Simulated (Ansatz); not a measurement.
Gap of a (4,4) GaN nanotube at several levels, all on one geometry.

Levels: PBE (plane waves to 420 eV, PAW; Ansatz, an electronic-structure program); PBE with spin-orbit coupling (Ansatz); r2SCAN (plane waves to 500 eV, PAW; Ansatz); Ansatz with HSE06. Unmarked values and the geometry are of the first. Mesh 1×1×10. No spin polarisation. One-dimensional cell, images about 11 Å apart. A hypothetical model, rolled from the flat sheet. It keeps the symmetry and period of its start, so it need not be a minimum against all distortions. HSE06 ran on a 1×1×6 mesh and at PBE's edge points.

| level | gap (eV) |
|---|---|
| PBE | 1.89 |
| PBE+SOC | 1.90 |
| r2SCAN | 2.27 |
| HSE06 | ___ |

What belongs in the gaps?


- HSE06, gap (eV): 3.11
